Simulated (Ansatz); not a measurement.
# Hf under a change: biaxial strain +2.08 %, plane normal [001], relaxed out of plane

Base system: Hf in the hcp (Mg type) structure (space group P6_3/mmc, No. 194; a = 3.158 Å, c = 5.004 Å; relaxed with 0.1 eV smearing). Axes: x lies along a and z along c of the hexagonal cell.

It is then changed as follows: biaxial strain +2.08 %, plane normal [001], relaxed out of plane (Cartesian); in-plane vectors clamped, the third vector and the atoms free.

Method: Kohn–Sham DFT with the PBEsol functional, run in Ansatz (an electronic-structure program) with PAW and 420 eV plane waves, without spin-orbit coupling, earlier PAW set. k-mesh 21×21×12 (Γ-centred); smearing 0.1 eV (Fermi–Dirac).

- Volume per atom = 22.20 Å³ (base 21.61 Å³)
- Space group = P6_3/mmc (No. 194) (base P6_3/mmc (No. 194))
- Pressure (mean of the normal stresses, compression positive) = -2.7 GPa (base 0.0 GPa)
- Band gap = zero (base zero)
- Out-of-plane strain = -1.42 %
- Ratio −ε⊥/ε∥ = 0.68
- Mean in-plane stress (compression positive) = -4.1 GPa

Stability against distortions was not tested. The final runs are not spin-polarised.
